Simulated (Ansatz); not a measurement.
Start from WC (space group P-6m2, No. 187; a = 2.913 Å, c = 2.837 Å).

Level of theory: r2SCAN, PAW, 500 eV (Ansatz, a quantum-chemistry and plane-wave program; without spin-orbit coupling), earlier PAW set.

Before the change:

Volume per atom: 10.42 Å³
Band gap: zero
c/a ratio: 0.974

The change: cell and atoms relaxed at a pressure of 7.5 GPa.

### Question
What happens to the volume per atom, band gap and c/a ratio?

### Answer
The volume per atom drops by 0.19 Å³ to 10.23 Å³; the band gap remains zero; the c/a ratio hardly moves (0.974 against 0.975).

Load acts through the strain it causes; cell and atoms are relaxed under it. No phonon test of stability was made. Competing high-pressure phases were not computed. All final runs are without spin polarisation.
